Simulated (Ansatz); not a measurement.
Base system: MoTe2 in the 2H-MoS2 type structure (space group P6_3/mmc, No. 194; a = 3.542 Å, c = 14.182 Å; layered, stacked along the Cartesian z axis). Axes: x lies along a and z along c of the hexagonal cell.

Computed with r2SCAN+rVV10, PAW, 500 eV (Ansatz, a program for electronic structure; scalar-relativistic without spin-orbit coupling), earlier PAW set.

Perturbation: an isotropic linear strain of −0.62 %; the atoms relax in the strained cell.

### Question
Predict the stress tensor and what it implies for the stiffness.

### Answer
Stress of the strained cell less that of the base (GPa, compression positive):
```
   1.11    0.00    0.00
   0.00    1.11    0.00
   0.00    0.00    0.45
```

Then B = −ΔP/(ΔV/V₀) with ΔV/V₀ = -0.0185 gives secant stiffness values (nonlinear terms included at this strain): B (at held cell shape, above the free-shape value) ≈ 48 GPa.

Stability against distortions was not tested.
